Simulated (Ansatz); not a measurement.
The starting structures come from a database of crystals and need not be the phases stable at ambient conditions.

Inside the gap of an insulator the Bloch states are evanescent, with a wavenumber k + iκ along the transport direction.

Consider the following.

```xyz
14
Lattice="8.1204 0.0000 0.0000 1.1977 9.6408 0.0000 -2.3954 -1.7200 5.4960" Properties=species:S:1:pos:R:3 pbc="T T T"
Ba     8.6670     6.2659     0.3778
Ba    -0.5115     2.5401     2.2898
Ba     2.3510     0.1382     4.5552
Ba     4.6068     7.8078     0.8603
Ba     3.4638     3.9622     2.7424
Ba    -1.7941    -1.2882     4.1164
P      5.7138     4.7293     0.4772
P      1.1777     3.1692     5.0903
P      6.4356    -0.2552     1.0014
P      1.6537     9.0136     1.8180
P     -0.3918     1.6416     5.4936
P      6.2239     5.4961     2.5049
P      2.1637     7.2277     3.0468
P      4.8660     0.7700     2.2036
```

Space group of this cell: Fdd2. The cell is taken as given; by PBEsol its mean pressure is -2.2 GPa.

Transport runs along the normal of the first two printed cell vectors.

No gap correction and no spin-orbit coupling; mid-gap values are interpolated between computed energies.

Estimate the band gap and the smallest decay constant κ at mid-gap that Ansatz (an electronic-structure program) with PBEsol returns for this system.

Gap 0.45 eV on a 6×6×6 mesh; κ = 0.149 1/Å, at (0.500, 0.000) of the in-plane reciprocal vectors. At the zone centre, at the nearest computed energy, the slowest state has κ = 0.21 1/Å.
